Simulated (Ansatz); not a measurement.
Data:

```
CELL_PARAMETERS angstrom
      2.44629     0.00000     0.00000
     -1.22314     2.11855     0.00000
      0.00000     0.00000     6.45593
ATOMIC_POSITIONS crystal
  B  0.66667 0.33333 0.75000
  B  0.33333 0.66667 0.25000
  N  0.33333 0.66667 0.75000
  N  0.66667 0.33333 0.25000
```

No spin polarisation.

Method: Ansatz (an electronic-structure program) PBE-D3(BJ), no spin-orbit coupling. Γ-centred 15×15×5 mesh, Fermi–Dirac width 0.05 eV.

Task: Predict the smallest direct gap and band gap.

Result: 
```json
{
  "smallest_direct_gap": "4.79 eV",
  "band_gap": "4.32 eV"
}
```

The cells carry an imposed strain or load. Whether these cells are dynamically stable was not tested. The cell was made from BN (space group P6_3/mmc, No. 194; layered, stacked along the Cartesian z axis) by this change: isotropic strain −2.40 %.
